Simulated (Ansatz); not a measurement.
Base system: BeCo in the CsCl type structure (space group Pm-3m, No. 221; a = 2.566 Å; ferromagnetic). Axes: x, y, z lie along the cube axes.

The values are results of plane-wave PAW DFT at the PBEsol level (Ansatz, a quantum-chemistry and plane-wave program, 420 eV), scalar-relativistic without spin-orbit coupling, not measurements.

Base values:

```
Property                     Value
-------------------  -------------
Magnetic state       ferromagnetic
Largest site moment        0.37 μB
```

Now apply this change: a free-standing slab of 3 layers (6 atoms, 2 a layer) is cut normal to [110], with 15 Å of vacuum and the in-plane cell held at bulk.

Problem. What happens to the magnetic state, excess energy per area of both faces and largest site moment?

Solution. The magnetic state is still ferromagnetic; the excess energy per area of both faces (slab less bulk energy over the cell's area: twice a surface energy) comes out as 6.2 J/m² (uncertain by up to 0.1 J/m²); the largest site moment goes up by 0.41 μB, from 0.37 μB to 0.78 μB.

Other magnetic orders, which the real material may have, were not ruled out. The excess energy carries the mismatch between the slab's and the bulk's meshes. Whether these cells are dynamically stable was not tested.
